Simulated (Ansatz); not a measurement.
Consider Li in the bcc (W type) structure (space group Im-3m, No. 229).

```yaml
crystal:
  lattice:
    - [-1.73874, 1.73874, 1.73874]
    - [1.73874, -1.73874, 1.73874]
    - [1.73874, 1.73874, -1.73874]
  atoms:
    - { symbol: Li, position: [0.00000, 0.00000, 0.00000] }
```

Cartesian axes are those of the cell as printed.

The values are results of DFT with r2SCAN, PAW potentials and a 500 eV plane-wave cutoff in Ansatz (an electronic-structure program), scalar-relativistic without spin-orbit coupling, not measurements.

Strains are applied to the cell and any free atomic positions relax; under biaxial strain the out-of-plane vector relaxes too.

One change was made to it. Results:

| quantity | base | after |
|---|---|---|
| energy relative to the base (free energy F) | 0 meV/atom | 0.0 meV/atom |
| volume per atom | 21.03 Å³ | 21.04 Å³ |
| pressure (mean of the normal stresses, compression positive) | 0.0 GPa | 0.0 GPa |

Problem. What was done to the base?
A. isotropic strain +5.60 %
B. biaxial strain +0.76 %, plane normal [001], relaxed out of plane
C. biaxial strain −0.46 %, plane normal [111], relaxed out of plane

Solution. B, biaxial strain +0.76 %, plane normal [001], relaxed out of plane. For comparison, the volume per atom in the other runs: isotropic strain +5.60 % gives 24.76 Å³; biaxial strain −0.46 %, plane normal [111], relaxed out of plane gives 20.90 Å³.

Without a gap, meshes like the base's 19×19×19 leave anisotropic stresses uncertain by several tenths of a GPa, and small strain energies with them. Whether these cells are dynamically stable was not tested.
